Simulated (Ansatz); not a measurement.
System: L1₂ (Cu3Au-type) Al3Sc. Method: LDA (PAW; Ansatz, a program for electronic structure).

Settings: plane-wave cutoff 500 eV, 14×14×14 k mesh, Fermi–Dirac smearing 0.1 eV, scalar-relativistic PAW data made under PBE.

Computed at the level's own relaxed cell.

Task: Estimate the equilibrium volume per atom and equilibrium lattice constant a that the calculation returns.

Result: 
* **equilibrium volume per atom**: 16.39 Å³/atom
* **equilibrium lattice constant a**: 4.033 Å

Measured, for comparison: equilibrium volume per atom 17.27 Å³/atom, lattice constant a 4.103 Å (room temperature, no zero-point or thermal correction; as tabulated in A Combined Experimental and First-Principles Based Assessment of …). Computed (rounded) less measured: equilibrium volume per atom -5.1 %, lattice constant a -1.7 %. A static lattice is as a rule a little smaller and stiffer than an uncorrected measurement, which narrows the difference in the lattice constant a and would widen misses of the other sign.

Computed values are for the static lattice.

It cost around 50 core-seconds (rough) of CPU time.
